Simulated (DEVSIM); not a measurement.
Structure: Ni/La2O3/p-Si capacitor, at 250 K.

| layer (left to right) | material | thickness (nm) | Na (cm⁻³) |
|---|---|---|---|
| 1 | La2O3 | 4.90 | - |
| 2 | Si | 450 | 1.6e18 |

Metal gate on the left, work function 5.1 eV. Fixed charge at the semiconductor interface 0 cm⁻² (in units of +e); no interface traps.

The device is made up for the run: typed textbook-type constants, with dimensions and the other settings drawn at random. Values at 300 K; Nc and Nv go as T^1.5, mobilities as T to minus their exponent, the gap by Varshni's rule with the affinity fixed.

```tsv
parameter	La2O3	Si
gap (eV)	5.8	1.124
affinity (eV)	1.8	4.05
permittivity	27	11.7
Nc (cm⁻³)	-	2.86e19
Nv (cm⁻³)	-	3.1e19
Varshni α (eV/K)	-	0.000473
Varshni β (K)	-	636
```

Simulated with DEVSIM: 1D Poisson equation in equilibrium, Boltzmann statistics, complete ionisation; no quantum confinement or tunnelling. Metal contacts follow the ideal Schottky-Mott rule: no Fermi-level pinning, no interface dipoles.

The La2O3 thickness was swept, all else fixed.

```csv
La2O3 thickness (μm),minimum of the low-frequency capacitance (μF/cm²),capacitance of the dielectric stack (μF/cm²)
0.002,0.383,12.0
0.0027,0.375,8.85
0.0034,0.367,7.03
0.0042,0.364,5.69
0.0049,0.363,4.88
0.0059,0.359,4.05
```

From the first row to the last the minimum of the low-frequency capacitance goes from 0.383 to 0.359. From the first row to the last the capacitance of the dielectric stack goes from 12.0 to 4.05.
